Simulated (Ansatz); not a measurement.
Start from SiC in the wurtzite structure (space group P6_3mc, No. 186).

```
CELL_PARAMETERS angstrom
      3.09195     0.00000     0.00000
     -1.54598     2.67771     0.00000
      0.00000     0.00000     5.07427
ATOMIC_POSITIONS crystal
  Si 0.33333 0.66667 0.99958
  Si 0.66667 0.33333 0.49958
  C  0.33333 0.66667 0.37542
  C  0.66667 0.33333 0.87542
```

Level of theory: PBE (Ansatz, a quantum-chemistry and plane-wave program; PAW; 420 eV plane waves; without spin-orbit coupling).

Before the change:

The pressure is 0.00 GPa. The electron mass comes out as 0.27 mₑ along c, 0.44 mₑ across (at K) and the smallest direct gap is 3.94 eV. The band gap comes out as 2.31 eV.

Perturbation: the cell is scaled by 1.0120 in all directions, atoms relaxed at fixed cell.

Q: What happens to the pressure, electron mass, smallest direct gap and band gap?

A: The pressure (mean of the normal stresses, compression positive) goes from zero to -7.11 GPa; the electron mass goes from 0.27 mₑ along c, 0.44 mₑ across (at K) to 0.27 mₑ along c, 0.45 mₑ across (at K); the smallest direct gap shrinks by 0.07 eV, from 3.94 eV to 3.87 eV; the band gap goes up by 0.06 eV, from 2.31 eV to 2.37 eV.

The cells carry an imposed strain or load. Effective masses come from finite differences of ±0.01 Å⁻¹. No phonon test of stability was made.
